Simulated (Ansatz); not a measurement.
How the band gap of Cd(OH)2 (P-3m1, No. 164; structure not from a measured cell) moves with the method

No measured value is used here.

```tsv
level (code)	value (eV)	cell (Å³/atom)
LDA (Ansatz)	1.60	9.17
PBEsol (Ansatz)	1.59	9.75
r²SCAN (Ansatz)	2.30	9.98
r²SCAN-D4 (Ansatz)	2.31	9.79
r²SCAN+rVV10 (Ansatz)	(withheld)	9.70
HSE06 (Ansatz)	3.43	9.98
PBE0 (Ansatz)	(withheld)	9.98
```

**Question.** Some entries are withheld; supply them.

**Answer.** 
- r²SCAN+rVV10 (Ansatz, a program for electronic structure), value (eV): 2.24
- PBE0 (Ansatz), value (eV): 4.15

Computed values are for a static lattice. Levels without +SOC have no spin–orbit coupling; where heavier elements are present it shifts gaps, mostly down, and can invert bands.  LDA, PBEsol, r²SCAN, r²SCAN-D4, r²SCAN+rVV10, HSE06, PBE0: the gap is read on the k mesh or supercell of the run alone and can be too large. LDA, PBEsol, r²SCAN, r²SCAN-D4, r²SCAN+rVV10: the relaxation could not lower the start's symmetry, so the cell can be a saddle point above a distorted one. Values are at the level's own relaxed cell; HSE06 at the r²SCAN cell; PBE0 at the r²SCAN cell. K meshes differ between the levels. Ansatz's density-functional and Hartree–Fock values are scalar-relativistic unless marked +SOC, with PAW data made under PBE.
